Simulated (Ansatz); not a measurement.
The parent structure is MgO in the rock salt structure (space group Fm-3m, No. 225; a = 4.214 Å). Axes: x, y, z lie along the cube axes.

Structures relaxed with PBEsol (Ansatz, a quantum-chemistry and plane-wave program; PAW; 420 eV plane waves; no spin-orbit coupling).

Base:

Simulated powder pattern, Cu Kα1, λ = 1.54056 Å (kinematic, ideal powder, no thermal factors, no anomalous dispersion; the 8 strongest lines at most, above 2 %, up to 2θ = 90°):

```tsv
2θ (°)	I/Imax (%)	hkl
36.91	10	(111)
42.89	100	(200)
62.26	56	(220)
74.64	6.9	(311)
78.57	17	(222)
```

Now apply this change: a pure shear with ε_xy = ε_yx = 0.0143, atoms relaxed at fixed cell.

After the change:

Simulated powder pattern, Cu Kα1, λ = 1.54056 Å (kinematic, ideal powder, no thermal factors, no anomalous dispersion; the 8 strongest lines at most, above 2 %, up to 2θ = 90°):

```tsv
2θ (°)	d (Å)	I/Imax (%)	hkl
36.56	2.456	5.3	(111)
37.29	2.410	5.1	(1 -1 1)
42.89	2.107	100	(002)
61.29	1.511	9.8	(220)
62.27	1.490	37	(202)
63.27	1.469	8.8	(2 -2 0)
77.70	1.228	8.6	(222)
79.48	1.205	8.0	(2 -2 2)
```

The indices refer to the base's conventional cell; one index is shown for lines that coincide. The space group is now Immm (No. 71).

The cells carry an imposed strain or load. Whether these cells are dynamically stable was not tested.
